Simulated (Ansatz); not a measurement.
Defect migration in hcp Zn: interstitial H, neutral cell. Computed with PBE, PAW (plane waves to 420 eV; Ansatz, a first-principles code).

Cell of 36 host sites held at the relaxed PBE lattice; a 2×2×2 k-point mesh shifted by half a step along c; Fermi-Dirac width 0.10 eV, spin-restricted; finite-size errors left in. Energies are static. Sites that were not tried may lie lower.

Barriers: single points on a 4×4×3 k-point mesh shifted by half a step along c at the bands' geometries.

Relaxed starting cell (atoms counted from 1):

```
CELL_PARAMETERS angstrom
      7.91545     0.00000     0.00000
     -3.95772     6.85498     0.00000
      0.00000     0.00000    10.15049
ATOMIC_POSITIONS crystal
  Zn 0.11053 0.22202 0.10972
  Zn 0.11054 0.22200 0.63287
  Zn 0.10938 0.55397 0.12767
  Zn 0.11173 0.55756 0.63151
  Zn 0.10936 0.88887 0.12732
  Zn 0.11174 0.88769 0.63135
  Zn 0.44380 0.22329 0.12710
  Zn 0.44513 0.22117 0.63087
  Zn 0.44378 0.55399 0.12725
  Zn 0.44512 0.55746 0.63100
  Zn 0.44393 0.88871 0.12222
  Zn 0.44384 0.88861 0.59941
  Zn 0.77860 0.22324 0.12742
  Zn 0.77525 0.22104 0.63073
  Zn 0.77723 0.55535 0.12946
  Zn 0.77740 0.55545 0.61202
  Zn 0.77861 0.88887 0.12730
  Zn 0.77521 0.88771 0.63086
  Zn 0.22636 0.10573 0.39684
  Zn 0.22338 0.10926 0.87373
  Zn 0.22646 0.45436 0.39688
  Zn 0.22336 0.44755 0.87366
  Zn 0.22194 0.77781 0.36799
  Zn 0.22019 0.77682 0.88158
  Zn 0.55459 0.11060 0.36849
  Zn 0.55579 0.11236 0.88138
  Zn 0.55576 0.44466 0.37299
  Zn 0.55622 0.44482 0.87124
  Zn 0.55461 0.77760 0.36817
  Zn 0.55576 0.77691 0.88126
  Zn 0.87815 0.10588 0.39572
  Zn 0.88500 0.10925 0.87340
  Zn 0.88783 0.44471 0.37259
  Zn 0.88773 0.44476 0.87051
  Zn 0.88779 0.77663 0.37260
  Zn 0.88774 0.77642 0.87045
  H  0.11068 0.22222 0.30582
```

End state 1 differs by these moves (Å; atoms that move under 0.08 Å are left out):

```csv
atom,element,Δx,Δy,Δz
3,Zn,0.00,0.02,-0.12
4,Zn,-0.01,-0.02,-0.10
5,Zn,0.02,-0.01,-0.11
6,Zn,-0.02,0.01,-0.10
7,Zn,0.02,-0.02,-0.11
8,Zn,-0.02,0.01,-0.10
9,Zn,0.00,0.02,-0.11
10,Zn,0.00,-0.02,-0.10
11,Zn,0.00,0.00,0.27
12,Zn,0.00,0.00,0.26
13,Zn,-0.02,-0.02,-0.11
14,Zn,0.02,0.02,-0.10
17,Zn,-0.02,-0.01,-0.11
18,Zn,0.02,0.01,-0.10
19,Zn,0.00,0.00,-0.46
21,Zn,0.00,0.00,-0.47
23,Zn,0.00,0.00,0.13
24,Zn,0.00,0.00,-0.14
25,Zn,0.00,0.00,0.12
26,Zn,0.00,0.00,-0.14
29,Zn,0.00,0.00,0.13
30,Zn,0.00,0.00,-0.14
31,Zn,0.00,0.00,-0.45
37,H,0.00,0.00,1.40
```

Give the forward and backward barriers to end state 1 at the level PBE, PAW.

forward 0.12 eV, backward 0.12 eV; at the saddle point atom 37 has neighbours 3 Zn at 1.69 Å. The saddle point's order was not checked, and it lies on a symmetry element of the cell, where a band can be held.
